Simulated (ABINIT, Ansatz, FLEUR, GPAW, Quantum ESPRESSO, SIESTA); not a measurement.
One structure in several programs: FeGe (P2_13, 8 atoms in the cell)

Self-consistent single point.

```xyz
8
Lattice="4.7158 0.0000 0.0000 0.0000 4.7158 0.0000 0.0000 0.0000 4.7158" Properties=species:S:1:pos:R:3 pbc="T T T"
Fe     0.6355     0.6355     0.6355
Fe     1.7224     4.0803     2.9934
Fe     2.9934     1.7224     4.0803
Fe     4.0803     2.9934     1.7224
Ge     3.9847     3.9847     3.9847
Ge     3.0890     0.7311     1.6268
Ge     1.6268     3.0890     0.7311
Ge     0.7311     1.6268     3.0890
```
Moments meant for the start (each program seeds them in its own way; μB, in the order of the atoms Fe Fe Fe Fe Ge Ge Ge Ge): 4.0 4.0 4.0 4.0 0.0 0.0 0.0 0.0.

Shared settings, as Ansatz (an electronic-structure program) writes them: kpoints.mp_grid.grid = 3 3 3; scf.occupations.method = gaussian; scf.occupations.width = 0.272 eV. Potentials and cutoffs stand in the table.

```
code                                                                                                                                      model  pressure (GPa)  largest force (eV/Å)  size of the net moment (μB/atom)           cutoff
----------------  -----------------------------------------------------------------------------------------------------------------------------  --------------  --------------------  --------------------------------  ---------------
ABINIT                                                           PBEsol, norm-conserving pseudopotentials (PseudoDojo nc-sr-04 PBEsol standard)          -11.19                 0.331                              0.60          1225 eV
Quantum ESPRESSO                                                                             PBEsol, PSlibrary ultrasoft (PBE) pseudopotentials          -10.22                 0.362                              0.56            55 Ry
FLEUR                                                                           PBEsol, all-electron FLAPW (FLEUR), scalar-relativistic valence               –                     –                              0.56  Kmax 3.9 1/bohr
GPAW                                                                                      PBEsol, GPAW PAW datasets PBEsol (made by gpaw-setup)          -11.08                 0.354                              0.56           800 eV
SIESTA            GGA PBEsol, numerical atomic orbitals DZP, PseudoDojo PBEsol standard norm-conserving potentials (rewritten from UPF to PSML)           -7.45                 0.524                              0.63      grid 300 Ry
Ansatz                                                                                                          PBEsol, PAW files made with PBE          -11.95                 0.354                              0.56          default
```

Size of the force on each atom (eV/Å): Sizes of forces hide their directions.

```csv
code,Fe1,Fe2,Fe3,Fe4,Ge5,Ge6,Ge7,Ge8
ABINIT,0.104,0.104,0.104,0.104,0.331,0.331,0.331,0.331
Quantum ESPRESSO,0.036,0.036,0.036,0.036,0.362,0.362,0.362,0.362
GPAW,0.080,0.080,0.080,0.080,0.354,0.354,0.354,0.354
SIESTA,0.041,0.041,0.041,0.041,0.524,0.524,0.524,0.524
Ansatz,0.119,0.119,0.119,0.119,0.354,0.354,0.354,0.354
```

A dash marks a value that a program does not give, or that is left out as unsure.

On Ansatz's run: the magnetic order is the one reached from the typed start; others were not searched systematically.

The spread over the programs that give each value: pressure within 4.50 GPa; largest force within 0.193 eV/Å; size of the net moment within 0.07 μB/atom.

SIESTA uses small atom-centred bases, whose incompleteness enters pressures, forces and empty levels differently from a plane-wave cutoff. FLEUR treats all electrons, but the usual bases taken here (sphere radii, linearisation, local orbitals, empty states) were not tested for convergence, so the values are no reference for the others. Ansatz's pressure is given at a fixed set of plane waves, as the other plane-wave codes print theirs; with its correction for the finite basis it is -11.85 GPa. In the pressure, SIESTA (by 3.69) lies more than 1 GPa from the median of the plane-wave programs. In the force vectors, SIESTA (by 0.170) lies more than 0.08 eV/Å from the median of the plane-wave programs.

The shared mesh is coarse (it stands for a supercell whose shortest vector is 14 Å), so the values are not converged in it.

The starting cell comes from a database of computed structures (which also holds hypothetical and non-ambient phases and stackings), without a prior relaxation at this level.

Keys are those of Ansatz 0.2.
